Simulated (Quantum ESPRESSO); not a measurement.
A self-consistent single point of TiSi2 (Fddd, 6 atoms in the cell) with Quantum ESPRESSO.

Method: PBE, SSSP 1.1.2 efficiency (PBE) pseudopotentials (plane waves; Quantum ESPRESSO 7.5).

The change in words: lattice scaled by 0.98. Reference geometry:
```xyz
6
Lattice="0.0000 4.2081 4.3567 2.4421 0.0000 4.3567 2.4421 4.2081 0.0000" Properties=species:S:1:pos:R:3 pbc="T T T"
Ti     2.4421     4.2081     4.3567
Ti     3.6631     6.3121     6.5350
Si     2.4421     7.0480     4.3567
Si     2.4421     1.3682     4.3567
Si     1.2210     3.4723     2.1783
Si     1.2210     0.7358     2.1783
```

Reference input (self-consistent single point, DFT, PBE, plane waves, SSSP 1.1.2 efficiency (PBE) pseudopotentials): ecutwfc = 50 Ry; ecutrho = 400 Ry; occupations = smearing; smearing = gauss; degauss = 0.0036749 Ry; potentials = {Ti: ti_pbe_v1.4.uspp.F.UPF, Si: Si.pbe-n-rrkjus_psl.1.0.0.UPF}; K_POINTS = automatic 7 7 7 0 0 0; conv_thr = 1e-09 Ry; mixing_beta = 0.7. This run's input differs from it in these lines:

```diff
@@ -35,5 +35,5 @@
 CELL_PARAMETERS angstrom
-   0.0000000000     4.2081000000     4.3566840000
-   2.4420790000     0.0000000000     4.3566840000
-   2.4420790000     4.2081000000     0.0000000000
+   0.0000000000     4.1239380000     4.2695500000
+   2.3932370000     0.0000000000     4.2695500000
+   2.3932370000     4.1239380000     0.0000000000
```

Output, abridged:

```
     Self-consistent Calculation

     iteration #  1     ecut=    50.00 Ry     beta= 0.70

     Threshold (ethr) on eigenvalues was too large:
     Diagonalizing with lowered threshold

     negative rho (up, down):  1.870E-03 0.000E+00

     total energy              =    -284.33130633 Ry
     estimated scf accuracy    <       0.27370851 Ry

     iteration #  2     ecut=    50.00 Ry     beta= 0.70

     negative rho (up, down):  1.143E-03 0.000E+00

     total energy              =    -284.25870431 Ry
     estimated scf accuracy    <       0.67745841 Ry

     iteration #  3     ecut=    50.00 Ry     beta= 0.70

     negative rho (up, down):  1.025E-03 0.000E+00

     total energy              =    -284.41679371 Ry
     estimated scf accuracy    <       0.08499252 Ry

   [... 8 blocks of this kind left out ...]

     iteration # 12     ecut=    50.00 Ry     beta= 0.70

     negative rho (up, down):  9.438E-04 0.000E+00

     total energy              =    -284.42625682 Ry
     estimated scf accuracy    <          2.4E-09 Ry

     iteration # 13     ecut=    50.00 Ry     beta= 0.70

     negative rho (up, down):  9.438E-04 0.000E+00
     End of self-consistent calculation

     the Fermi energy is    12.5563 ev

!    total energy              =    -284.42625682 Ry
     estimated scf accuracy    <          3.7E-10 Ry
     smearing contrib. (-TS)   =      -0.00022381 Ry
     internal energy E=F+TS    =    -284.42603301 Ry

     convergence has been achieved in  13 iterations

     negative rho (up, down):  9.438E-04 0.000E+00

     Forces acting on atoms (cartesian axes, Ry/au):

     atom    1 type  1   force =     0.00000000    0.00000000    0.00000000
     atom    2 type  1   force =    -0.00000000    0.00000000   -0.00000000
     atom    3 type  2   force =     0.00000000   -0.00071296   -0.00000000
     atom    4 type  2   force =     0.00000000    0.00071296    0.00000000
     atom    5 type  2   force =     0.00000000    0.00071296   -0.00000000
   [... lines left out ...]
     Total force =     0.001426     Total SCF correction =     0.000004
   [... lines left out ...]

     negative rho (up, down):  9.438E-04 0.000E+00
          total   stress  (Ry/bohr**3)                   (kbar)     P=       13.66
   0.00012096   0.00000000  -0.00000000           17.79        0.00       -0.00
   0.00000000   0.00001298   0.00000000            0.00        1.91        0.00
   0.00000000   0.00000000   0.00014469            0.00        0.00       21.29

   JOB DONE.
```

The run converged in 13 iterations. Against the reference run the free energy goes down by 15.4 meV/atom, the pressure goes from -6.61 to 1.37 GPa and the largest force goes from 0.010 to 0.018 eV/Å.

The starting cell comes from a database of computed structures (which also holds hypothetical and non-ambient phases and stackings), without a prior relaxation at this level. Its lattice was rescaled by a random factor within 2.5 % of one. For this run, on top of that: lattice scaled by 0.98. Spin polarisation is off.

Cost on one core of a shared machine: roughly 6 min.
